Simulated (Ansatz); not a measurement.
A computed series for HfO2: element substitutions

The reference is HfO₂ in the rutile structure (space group P4_2/mnm, No. 136; a = 4.830 Å, c = 3.210 Å; a cell from a computed database, its experimental status unchecked).

Each row replaces one element on all its sites; cell and atoms are relaxed.

Levels (all Ansatz, an electronic-structure program, PAW): PBEsol (420 eV, no spin-orbit coupling); HSE06 (420 eV, no spin-orbit coupling).

Band gaps by level, all at the geometries relaxed with PBEsol:

| case | PBEsol | HSE06 |
|---|---|---|
| base | 3.89 eV | 5.66 eV |
| O → S | 0.26 eV | 1.10 eV |
| Hf → Ti | 1.87 eV | 3.40 eV |

Single points use the geometry relaxed with PBEsol. The hybrid gap comes from the SCF mesh plus the semilocal run's edge points and a few special points and is an upper bound. With Hf present, leaving out spin-orbit coupling can change the band edges. Stability against distortions was not tested. As relaxed here, HfS2 is a hypothetical phase, not in the database extracts checked. All final runs are without spin polarisation. This is not the structure that HfO2 has at room temperature and ambient pressure. The zero or small gap of HfS2 can change with the level of theory.
